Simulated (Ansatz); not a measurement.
**SiC: pressure −2 GPa**

Start from SiC in the zinc blende structure (space group F-43m, No. 216; a = 4.3566 Å).

The change: hydrostatic tension (pressure −2 GPa).

Calculations: DFT with r2SCAN, PAW potentials and a 500 eV plane-wave cutoff in Ansatz (a quantum-chemistry and plane-wave program), without spin-orbit coupling, earlier PAW set. k-mesh 13×13×13 (Γ-centred); smearing 0.05 eV (Fermi–Dirac).

Density: 3.19 g/cm³ (base 3.22 g/cm³)
Lattice parameter a: 437.0 pm (base 435.7 pm)
Shortest interatomic distance: 189.2 pm (base 188.6 pm)
Band gap: 1.72 eV (base 1.71 eV)
Gap character: indirect, Γ → X (base indirect, Γ → X)
Smallest direct gap: 5.04 eV (base 5.05 eV)
Width of the top valence band: 4.79 eV (base 4.82 eV)
Electron mass: 0.64 mₑ along k, 0.23 mₑ across (at X) (base 0.64 mₑ along k, 0.23 mₑ across (at X))
Hole mass (degenerate bands, along [100]): 0.35, 0.57, 0.57 mₑ (at Γ) (base 0.35, 0.57, 0.57 mₑ (at Γ))

Final structure:

```
CELL_PARAMETERS angstrom
      0.00000     2.18480     2.18480
      2.18480     0.00000     2.18480
      2.18480     2.18480     0.00000
ATOMIC_POSITIONS crystal
  C  0.75000 0.75000 0.75000
  Si 0.00000 0.00000 0.00000
```

Load acts through the strain it causes; cell and atoms are relaxed under it. Masses are band curvatures over ±0.01 Å⁻¹ around the edge. Along k means along the line from Γ to the band edge. No phonon test of stability was made.
